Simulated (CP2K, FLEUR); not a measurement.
A CP2K input for a self-consistent single point of AgBr (Fm-3m, 2 atoms in the cell) (DFT PBEsol, GPW, DZVP-MOLOPT-PBE-GTH basis, GTH-PBE potentials (POTENTIAL_UZH)):

```
&GLOBAL
  PROJECT agbr
  RUN_TYPE ENERGY_FORCE
  PRINT_LEVEL MEDIUM
&END GLOBAL
&FORCE_EVAL
  METHOD Quickstep
  STRESS_TENSOR ANALYTICAL
  &DFT
    BASIS_SET_FILE_NAME BASIS_MOLOPT_UZH
    POTENTIAL_FILE_NAME POTENTIAL_UZH
    &QS
      METHOD GPW
      EPS_DEFAULT 1E-10
    &END QS
    &MGRID
      CUTOFF 500
      REL_CUTOFF 50
      NGRIDS 5
    &END MGRID
    &SCF
      SCF_GUESS ATOMIC
      EPS_SCF 1E-6
      MAX_SCF 100
      ADDED_MOS 4
      &DIAGONALIZATION
        ALGORITHM STANDARD
      &END DIAGONALIZATION
      &MIXING
        METHOD BROYDEN_MIXING
        ALPHA 0.2
        NBUFFER 12
        BETA 1
      &END MIXING
    &END SCF
    &KPOINTS
      SCHEME MONKHORST-PACK 8 8 8
      GAMMA_CENTERED T
    &END KPOINTS
    &XC
      &XC_FUNCTIONAL
        &PBE
          PARAMETRIZATION PBESOL
        &END PBE
      &END XC_FUNCTIONAL
    &END XC
    &PRINT
      &MO
        EIGENVALUES T
        OCCUPATION_NUMBERS T
        NDIGITS 8
        FILENAME mo
        &EACH
          QS_SCF 0
        &END EACH
        ADD_LAST NUMERIC
      &END MO
      &MULLIKEN ON
      &END MULLIKEN
    &END PRINT
  &END DFT
  &SUBSYS
    &CELL
      A 3.99280000 0.00000000 0.00000000
      B 1.99640000 3.45786600 0.00000000
      C 1.99640000 1.15262200 3.26010800
      PERIODIC XYZ
    &END CELL
    &COORD
      SCALED
      Ag       0.00000000     0.00000000     0.00000000
      Br       0.50000000     0.50000000     0.50000000
    &END COORD
    &KIND Ag
      BASIS_SET DZVP-MOLOPT-PBE-GTH-q11
      POTENTIAL GTH-PBE-q11
    &END KIND
    &KIND Br
      BASIS_SET DZVP-MOLOPT-PBE-GTH-q7
      POTENTIAL GTH-PBE-q7
    &END KIND
  &END SUBSYS
  &PRINT
    &FORCES ON
    &END FORCES
    &STRESS_TENSOR ON
    &END STRESS_TENSOR
  &END PRINT
&END FORCE_EVAL
```

Task: Write the same calculation as an input for FLEUR.

Result: One input that does it (others would too):

Input of the input generator:

```
AgBr crystal
&input film=f /
-0.0000000000 5.3353317978 5.3353317978
5.3353317978 0.0000000000 5.3353317978
5.3353317978 5.3353317978 -0.0000000000
1.0
1.0 1.0 1.0

2
47 0.0000000000 0.0000000000 0.0000000000
35 0.5000000000 0.5000000000 0.5000000000

&comp jspins=1 /
&exco xctyp='PBEs' /
&kpt div1=8 div2=8 div3=8 gamma=t /
&end /
```

```xml
<?xml version="1.0" encoding="UTF-8" standalone="no"?>
<fleurInput fleurInputVersion="0.39">
   <comment>
      AgBr crystal                                                                                        
   </comment>
   <calculationSetup>
      <cutoffs Kmax="4.0" Gmax="16.0" GmaxXC="16.0" numbands="0"/>
      <scfLoop itmax="60" minDistance="0.00001" maxIterBroyd="99" imix="Anderson" alpha="0.05" precondParam="0.0" spinf="2.0"/>
      <coreElectrons ctail="T" frcor="F" kcrel="0" coretail_lmax="0"/>
      <xcFunctional name="PBEs" relativisticCorrections="F"/>
      <magnetism jspins="1"/>
      <soc l_soc="F" theta="0.0" phi="0.0" spav="F"/>
      <expertModes spex="0" secvar="F"/>
      <geometryOptimization l_f="T" forcealpha="1.0" forcemix="BFGS" epsdisp="0.00001" epsforce="0.00001"/>
      <ldaU l_linMix="F" mixParam="0.05" spinf="1.0"/>
   </calculationSetup>
   <cell>
      <bzIntegration valenceElectrons="24.0" mode="hist" fermiSmearingEnergy="0.0001">
         <kPointListSelection listName="default-1"/>
         <!-- k-points included here -->
         <xi:include xmlns:xi="http://www.w3.org/2001/XInclude" href="kpts.xml"> </xi:include>
      </bzIntegration>
      <!-- symmetry operations included here -->
      <xi:include xmlns:xi="http://www.w3.org/2001/XInclude" href="sym.xml"> </xi:include>
      <bulkLattice scale="1.0">
         <bravaisMatrix>
            <row-1>    0.0000000000000000     5.3353317978000003     5.3353317978000003</row-1>
            <row-2>    5.3353317978000003     0.0000000000000000     5.3353317978000003</row-2>
            <row-3>    5.3353317978000003     5.3353317978000003     0.0000000000000000</row-3>
         </bravaisMatrix>
      </bulkLattice>
   </cell>
   <atomSpecies>
      <species name="Silver (Ag)" element="Ag" atomicNumber="47">
         <mtSphere radius="2.44" gridPoints="859" logIncrement="0.015"/>
         <atomicCutoffs lmax="10" lnonsphr="8"/>
         <electronConfig flipSpins="F">
            <coreConfig>(1s1/2) (2s1/2) (2p1/2) (2p3/2) (3s1/2) (3p1/2) (3p3/2) (4s1/2) (3d3/2) (3d5/2)</coreConfig>
            <valenceConfig>(4p1/2) (4p3/2) (5s1/2) (4d3/2) (4d5/2)</valenceConfig>
            <stateOccupation state="(5s1/2)" spinUp="0.5" spinDown="0.5"/>
         </electronConfig>
         <energyParameters s="5" p="5" d="4" f="4"/>
         <lo type="SCLO" l="1" n="4" eDeriv="0"/>
         <lo type="HELO" l="2" n="5" eDeriv="0"/>
      </species>
      <species name="Bromine (Br)" element="Br" atomicNumber="35">
         <mtSphere radius="2.44" gridPoints="859" logIncrement="0.015"/>
         <atomicCutoffs lmax="10" lnonsphr="8"/>
         <electronConfig flipSpins="F">
            <coreConfig>(1s1/2) (2s1/2) (2p1/2) (2p3/2) (3s1/2) (3p1/2) (3p3/2) (3d3/2) (3d5/2)</coreConfig>
            <valenceConfig>(4s1/2) (4p1/2) (4p3/2)</valenceConfig>
            <stateOccupation state="(4p1/2)" spinUp="0.8333333333333" spinDown="0.8333333333333"/>
            <stateOccupation state="(4p3/2)" spinUp="1.6666666666667" spinDown="1.6666666666667"/>
         </electronConfig>
         <energyParameters s="4" p="4" d="4" f="4"/>
      </species>
   </atomSpecies>
   <atomGroups>
      <atomGroup species="Silver (Ag)">
         <relPos label="                   1">.0000000000 .0000000000 .0000000000</relPos>
         <force calculate="T" relaxXYZ="TTT"/>
      </atomGroup>
      <atomGroup species="Bromine (Br)">
         <relPos label="                   2">1.000/2.000 1.000/2.000 1.000/2.000</relPos>
         <force calculate="T" relaxXYZ="TTT"/>
      </atomGroup>
   </atomGroups>
   <output dos="F" band="F" slice="F">
      <checks vchk="F" cdinf="F"/>
      <bandDOS minEnergy="-.5*Htr" maxEnergy="0.5*Htr" sigma="0.015" storeEVData="T"/>
      <vacuumDOS vacdos="F" integ="F" star="F" nstars="0" locx1="0.0" locy1="0.0" locx2="0.0" locy2="0.0" nstm="0" tworkf="0.0"/>
      <unfoldingBand unfoldBand="F" supercellX="1" supercellY="1" supercellZ="1"/>
      <plotting iplot="0" polar="F">
         <plot TwoD="T" vec1="  1.0  0.0  0.0" vec2="  0.0  1.0  0.0" vec3="  0.0  0.0  1.0" zero="  0.0  0.0  0.0" file="plot"/>
      </plotting>
      <chargeDensitySlicing numkpt="0" minEigenval="0.0" maxEigenval="0.0" nnne="0" pallst="F"/>
      <specialOutput eonly="F"/>
      <magneticCircularDichroism mcd="F" energyLo="-10.0" energyUp="0.0"/>
   </output>
  <!-- We include the file relax.xml here to enable relaxations (see documentation) -->
  <xi:include xmlns:xi="http://www.w3.org/2001/XInclude" href="relax.xml"> <xi:fallback/> </xi:include>
</fleurInput>
```

Basis settings and potentials, where a program has them, do not carry over. This input uses DFT, PBEsol, all-electron FLAPW (FLEUR), scalar-relativistic valence. Both were run: gap on the mesh 0.258 eV in CP2K and 0.558 in FLEUR.

On FLEUR: the starting cell comes from a database of computed structures (which also holds hypothetical and non-ambient phases and stackings), without a prior relaxation at this level. Its lattice was rescaled by a random factor within 2.5 % of one. Values depend on the basis (sphere radii, cutoffs, local orbitals), which need not be converged.

On CP2K: the starting cell comes from a database of computed structures (which also holds hypothetical and non-ambient phases and stackings), without a prior relaxation at this level. Its lattice was rescaled by a random factor within 2.5 % of one. Values carry the incompleteness of an atom-centred basis. The potentials were made for another functional than the one used.
